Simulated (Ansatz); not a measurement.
Take Li in the bcc (W type) structure (space group Im-3m, No. 229; a = 3.4775 Å) as the base. Axes: x, y, z lie along the cube axes.

Structures relaxed with Ansatz (a first-principles code) r2SCAN, no spin-orbit coupling.

Base:

Simulated powder pattern, Cu Kα, λ = 1.54184 Å (kinematic, ideal powder, no thermal factors, no anomalous dispersion; the 10 strongest lines at most, above 2 %, up to 2θ = 90°):

| 2θ (°) | I/Imax (%) | hkl |
|---|---|---|
| 36.54 | 100 | (110) |
| 52.64 | 17 | (200) |
| 65.78 | 34 | (211) |
| 77.66 | 10 | (220) |
| 89.02 | 14 | (310) |

After one change:

Simulated powder pattern, Cu Kα, λ = 1.54184 Å (kinematic, ideal powder, no thermal factors, no anomalous dispersion; the 10 strongest lines at most, above 2 %, up to 2θ = 90°):

```tsv
2θ (°)	I/Imax (%)
36.53	100
36.72	99
52.76	34
65.62	17
66.00	34
66.12	17
77.62	10
78.09	10.0
89.09	14
89.43	14
```

Task: Which of these changes matches the shifts?
A. biaxial strain −0.46 %, plane normal [111], relaxed out of plane
B. uniaxial strain ε_yy = −5.68 %
C. tensor shear ε_xz = +0.63 %
D. biaxial strain −2.19 %, plane normal [001], relaxed out of plane

Result: A, biaxial strain −0.46 %, plane normal [111], relaxed out of plane. Its volume per atom is 20.90 Å³ against 21.03 Å³, and its space group is R-3m (No. 166).

No phonon test of stability was made.
